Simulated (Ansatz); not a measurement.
Worked example: self-consistent single point of GaNi3 (P1, 4 atoms in the cell) in Ansatz (a program for electronic structure).

Level of theory: LDA (PW92), PAW files made with PBE (plane waves; Ansatz).

The change in words: atoms moved at random. Reference geometry:
```
CELL_PARAMETERS angstrom
      3.48385     0.00000     0.00000
      0.00000     3.48385     0.00000
      0.00000     0.00000     3.48385
ATOMIC_POSITIONS crystal
  Ga 0.00000 0.00000 0.00000
  Ni 0.50000 0.00000 0.50000
  Ni 0.00000 0.50000 0.50000
  Ni 0.50000 0.50000 0.00000
```
Moments meant for the start (each program seeds them in its own way; μB, in the order of the atoms Ga Ni Ni Ni): 0.0 2.0 2.0 2.0.

Reference input (self-consistent single point, DFT, LDA (PW92), plane waves, PAW files made with PBE): kpoints.mp_grid.grid = 8 8 8; hamiltonian.xc = lda; hamiltonian.pseudopotentials = {kind: paw} (an earlier, softer set of the program's PAW files); magnetization.spin_polarized = true; scf.occupations.method = fermi_dirac; scf.occupations.width = 0.1 eV. This run's input differs from it in these lines:

Ansatz 0.2 input:
```diff
@@ -7,6 +7,6 @@
   atoms:
-    - { symbol: Ga, position: [0.000000, 0.000000, 0.000000] }
-    - { symbol: Ni, position: [0.500000, 0.000000, 0.500000], spin: 2.0 }
-    - { symbol: Ni, position: [0.000000, 0.500000, 0.500000], spin: 2.0 }
-    - { symbol: Ni, position: [0.500000, 0.500000, 0.000000], spin: 2.0 }
+    - { symbol: Ga, position: [0.010304, -0.004777, -0.001765] }
+    - { symbol: Ni, position: [0.483618, -0.003036, 0.507756], spin: 2.0 }
+    - { symbol: Ni, position: [0.019584, 0.501060, 0.486730], spin: 2.0 }
+    - { symbol: Ni, position: [0.486494, 0.506753, 0.007278], spin: 2.0 }
 kpoints:
```

Log, with long lists cut:

```
SCF iter   1: F=—  HF=-21026.598672 eV  |F-HF|=—  |Δ(HF+E_count)|=         —  Δρ=2.47e-1 (↑2.47e-1 ↓1.55e-1)  dr2=2.59e0  dr2_m=1.54e1  M=1.055 μB ∫|m|=1.260 μB  β_m=0.30  ethr=3.10e-3  ⟨swp⟩=6.5  Hψ=85969  notcnv=0  defer=19
Mixer restart at iter 1: flushing history
all-band conjugate gradients solve this SCF's bands
preconditioner: auto → Kerker (q_TF=auto, 2.946 Å⁻¹)
   [... lines left out ...]
SCF iter  17: F=—  HF=-21028.398730 eV  |F-HF|=—  |Δ(HF+E_count)|=  7.06e-10  Δρ=2.15e-6 (↑1.73e-6 ↓2.15e-6)  dr2=3.92e-9  dr2_m=1.17e-10  M=-0.000 μB ∫|m|=0.000 μB  β_m=0.88  ethr=4.76e-12  ⟨swp⟩=2.0  Hψ=26508  notcnv=0  defer=1640
SCF iter  18: F=-21028.398730 eV  HF=-21028.398730 eV  |F-HF|=3.38e-9  |Δ(HF+E_count)|=  4.18e-10  Δρ=1.65e-6 (↑1.65e-6 ↓1.61e-6)  dr2=3.55e-9  dr2_m=6.53e-12  M=-0.000 μB ∫|m|=0.000 μB  ethr=4.76e-12  ⟨swp⟩=7.3  Hψ=90469  notcnv=0
SCF 1 converged in 18 iterations: F = -21028.398730 eV  dr2 = 3.55e-9
WARN: the starting moments were not kept: the SCF closed with an absolute magnetisation of 2.0e-5 μB, where they sum to 6 μB in size (3 sites) …
Magnetization: -0.0000 μB (33.5000 up, 33.5000 down)
   [... lines left out ...]
Absolute magnetization: 0.0000 μB (∫|ρ↑−ρ↓|, with the PAW one-centre terms)
Free energy (F): -21028.398730 eV
Fermi energy:    18.166487 eV
   [... lines left out ...]
  atom   4  Ni     1.03373132    -0.37436298    -0.36599830
--- Stress (GPa, compression-positive) ---
        3.233546      -0.171734      -1.179303
       -0.171735       3.410752      -0.150953
       -1.179303      -0.150953       3.427358
  P = ⅓ Tr σ = 3.3572 GPa (33.572 kbar)
  The stress holds the Pulay correction. Without it, at fixed plane waves, as pw.x and ABINIT print it: P = 3.2762 GPa
```

The run converged in 18 iterations. Against the reference run the free energy goes up by 35.2 meV/atom, the pressure goes from 1.31 to 3.36 GPa and the largest force goes from 0.000 to 1.384 eV/Å.

The starting cell comes from a database of computed structures (which also holds hypothetical and non-ambient phases and stackings), without a prior relaxation at this level. Its lattice was rescaled by a random factor within 2.5 % of one. For this run, on top of that: atoms moved at random. The starting moments vanished: the run ended non-magnetic, which need not be the lowest state. The program warned that a starting moment was not kept. With a pressure of about 3 GPa the cell is away from its equilibrium volume at this level. Forces in this geometry exceed 1 eV/Å. Ansatz's pressure includes its estimate of the finite-basis (Pulay) stress.

Cost on one core of a shared machine: roughly 4 min.
